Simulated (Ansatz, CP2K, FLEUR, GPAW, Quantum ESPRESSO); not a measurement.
# One structure in several programs: SrZn2 (Imma, 6 atoms in the cell)

Self-consistent single point.

```
CELL_PARAMETERS angstrom
     -2.37608     3.87441     3.83995
      2.37608    -3.87441     3.83995
      2.37608     3.87441    -3.83995
ATOMIC_POSITIONS crystal
  Sr 0.30347 0.05347 0.25000
  Sr 0.69653 0.94653 0.75000
  Zn 0.73249 0.66359 0.06890
  Zn 0.26751 0.33641 0.93110
  Zn 0.09469 0.66359 0.43110
  Zn 0.90531 0.33641 0.56890
```

All programs got the same cell, k-point mesh and kind of occupations (in Ansatz's words: kpoints.mp_grid.grid = 4 4 4; scf.occupations.method = gaussian; scf.occupations.width = 0.01 Ry); potentials, basis and cutoffs are each program's usual ones.

| code | model | pressure (GPa) | largest force (eV/Å) | k-points | cutoff |
|---|---|---|---|---|---|
| FLEUR | PBEsol, all-electron FLAPW (FLEUR), scalar-relativistic valence | – | 0.078 | 18 | Kmax 4.2 1/bohr |
| CP2K | PBEsol, GPW, DZVP-MOLOPT-SR-GTH basis, GTH-PBE potentials (GTH_POTENTIALS) | -1.30 | 0.075 | 36 | grid 600 Ry |
| GPAW | PBEsol, GPAW PAW datasets PBEsol (made by gpaw-setup) | -1.66 | 0.077 | 18 | 850 eV |
| Quantum ESPRESSO | PBEsol, GBRV 1.5 ultrasoft (PBESOL) pseudopotentials | -2.15 | 0.081 | 18 | 50 Ry |
| Ansatz | PBEsol, PAW files made with PBE | -1.88 | 0.079 | 18 | default |

Size of the force on each atom (eV/Å): Sizes of forces hide their directions.

| code | Sr1 | Sr2 | Zn3 | Zn4 | Zn5 | Zn6 |
|---|---|---|---|---|---|---|
| FLEUR | 0.032 | 0.032 | 0.078 | 0.078 | 0.078 | 0.078 |
| CP2K | 0.032 | 0.032 | 0.075 | 0.075 | 0.074 | 0.074 |
| GPAW | 0.023 | 0.023 | 0.077 | 0.077 | 0.077 | 0.077 |
| Quantum ESPRESSO | 0.033 | 0.033 | 0.081 | 0.081 | 0.081 | 0.081 |
| Ansatz | 0.033 | 0.033 | 0.079 | 0.079 | 0.079 | 0.079 |

A dash marks a value that a program does not give, or that is left out as unsure.

The spread over the programs that give each value: pressure within 0.85 GPa; largest force within 0.006 eV/Å.

The starting cell comes from a database of computed structures (which also holds hypothetical and non-ambient phases and stackings), without a prior relaxation at this level. Its lattice was rescaled by a random factor within 2.5 % of one.

**Question.** Why do the programs differ, and what cannot be compared?

**Answer.** Differences of this kind can come from the potentials, where these differ, and from what each basis and cutoff leave unconverged. The valence holds different numbers of electrons (FLEUR 68, CP2K 68, GPAW 68, Quantum ESPRESSO 100, Ansatz (an electronic-structure program) 68). The zero of total energies and Fermi levels follows the potentials and each program's conventions, so they are not compared here. CP2K uses small atom-centred bases, whose incompleteness enters pressures, forces and empty levels differently from a plane-wave cutoff. FLEUR treats all electrons, but the usual bases taken here (sphere radii, linearisation, local orbitals, empty states) were not tested for convergence, so the values are no reference for the others. Ansatz's pressure is given at a fixed set of plane waves, as the other plane-wave codes print theirs; with its correction for the finite basis it is -1.84 GPa. Ansatz's smearing width was typed in Ry to four decimals, so it matches the others to a few per cent. The programs reduce the same mesh by symmetry to different extents, which changes the work and not the result.

Left out of this page: ABINIT (with a known weakness of the program); Elk (not drawn, or without a comparable value).

Keys are those of Ansatz 0.2.
